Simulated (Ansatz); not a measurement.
## GeAs (I4mm, No. 107, 2 atoms in the cell; start mp-7591)

These are LDA (Ansatz, a first-principles code, PAW) values and carry that method's errors.

Numerical settings: plane-wave cutoff 520 eV, 20×20×20 k mesh, Fermi–Dirac smearing 0.05 eV, scalar-relativistic PAW data made under PBE.

Cell (relaxed at this level):

```
CELL_PARAMETERS angstrom
     -1.82755     1.82755     2.91667
      1.82755    -1.82755     2.91667
      1.82755     1.82755    -2.91667
ATOMIC_POSITIONS crystal
  Ge 0.99482 0.99482 0.00000
  As 0.41918 0.41918 0.00000
```

| Property | Result |
|---|---|
| band gap | none |
| bulk modulus B0 | 72.9 GPa |

Note: the relaxation could not lower the start's symmetry, so the cell can be a saddle point above a distorted one; the bulk modulus is −V dP/dV from two relaxed cells at ±2 % in volume.

Spin–orbit coupling is not included.

The result took about 9 core-minutes (a rough figure).

A start named mp-… is a Materials Project structure, which need not be a measured phase.
